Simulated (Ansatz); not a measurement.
**Ru under load (space group P6_3/mmc): band-structure transport figures**

Here is the system:

```xyz
2
Lattice="2.6752 0.0000 0.0000 -1.3376 2.3168 0.0000 0.0000 0.0000 4.2374" Properties=species:S:1:pos:R:3 pbc="T T T"
Ru     0.0000     1.5445     1.0594
Ru     1.3376     0.7723     3.1781
```

Calculation: PBEsol, rigid bands (plane waves, PAW, scalar-relativistic; Ansatz, a program for electronic structure). Condition of this run: hydrostatic pressure 5 GPa (the target of the relaxation). Cell: cell and atoms relaxed with PBEsol, then loaded as said.

```yaml
density of states at the Fermi level: 1.53 states/(eV·cell), both spins
bare Sommerfeld coefficient: 1.80 mJ/(mol of atoms·K²)
drude_plasma_energy: 8.7 (x), 8.7 (y), 9.7 (z) eV
root-mean-square Fermi velocity: 7.3e5 m/s
resistivity times τ: 6.5 (x), 6.5 (y), 5.2 (z) ×10⁻²² Ω·m·s
```

A metal at this level (no band gap); rigid bands, thermally averaged at 300 K, both spins. Spin-orbit coupling is left out. τ is one relaxation time for all states.
